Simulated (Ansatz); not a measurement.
We consider HfC (model structure, F-43m, No. 216, 2 atoms in the cell), described by LDA (Ansatz, a program for electronic structure, plane waves, PAW).

Numerical settings: plane-wave cutoff 520 eV, 12×12×12 k mesh, Fermi–Dirac smearing 0.01 eV, scalar-relativistic PAW data made under PBE.

Cell (relaxed with PBEsol):

```
HfC
1.0
    0.00000     2.49792     2.49792
    2.49792     0.00000     2.49792
    2.49792     2.49792     0.00000
Hf C
1 1
Direct
  0.00000   0.00000   0.00000
  0.25000   0.25000   0.25000
```

### Question
Give the computed band gap and Γ–Γ gap.

### Answer

- band gap = 0.20 eV
- Γ–Γ gap = 5.83 eV

Note: the relaxation could raise the start's symmetry but not lower it, so the cell can be a saddle point; cell and atoms aren't relaxed at this level (pressure -4.0 GPa).

Spin–orbit coupling is not included; it can close the smallest gap of 0.20 eV.

Static lattice: no zero-point or thermal effects.

A model structure was made by putting elements into a prototype or built by hand; it is no filed structure, need not be a known phase, and can be a saddle point held by its symmetry.
